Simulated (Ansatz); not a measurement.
**Response to strain in hypothetical Fddd MoSi2**

Start from MoSi2 (space group Fddd, No. 70; a hypothetical phase, not in the database extracts checked).

```yaml
crystal:
  lattice:
    - [0.00000, 3.97925, 4.36331]
    - [2.28560, 0.00000, 4.36331]
    - [2.28560, 3.97925, 0.00000]
  atoms:
    - { symbol: Si, position: [0.66410, 0.33590, 0.66410] }
    - { symbol: Si, position: [0.33590, 0.66410, 0.33590] }
    - { symbol: Si, position: [0.58590, 0.91410, 0.58590] }
    - { symbol: Si, position: [0.91410, 0.58590, 0.91410] }
    - { symbol: Mo, position: [0.00000, 0.00000, 0.00000] }
    - { symbol: Mo, position: [0.25000, 0.25000, 0.25000] }
```

Cartesian axes are those of the cell as printed.

Strains are applied to the cell and any free atomic positions relax; under biaxial strain the out-of-plane vector relaxes too.

Computed with PBEsol (Ansatz, a program for electronic structure, PAW, no spin-orbit coupling).

Notes on the quantities. pressure: mean of the normal stresses, compression positive; energy relative to the base: free energy F.

| variant | pressure | energy relative to the base | volume per atom |
|---|---|---|---|
| base | 0.0 GPa | 0 meV/atom | 13.23 Å³ |
| biaxial strain −0.54 %, plane normal [001], relaxed out of plane | 1.1 GPa | +0.7 meV/atom | 13.16 Å³ |
| biaxial strain +0.65 %, plane normal [001], relaxed out of plane | -1.3 GPa | [?] | 13.32 Å³ |
| isotropic strain +1.02 % | -6.3 GPa | [?] | 13.64 Å³ |
| uniaxial strain ε_xx = +4.72 % | -9.0 GPa | +38 meV/atom | 13.85 Å³ |

Problem. Complete the table.

Solution. 
- biaxial strain +0.65 %, plane normal [001], relaxed out of plane, energy relative to the base: +1.0 meV/atom
- isotropic strain +1.02 %, energy relative to the base: +8.2 meV/atom

Without a gap, meshes like the base's 13×13×13 leave anisotropic stresses uncertain by several tenths of a GPa, and small strain energies with them. No phonon test of stability was made. All final runs are without spin polarisation.
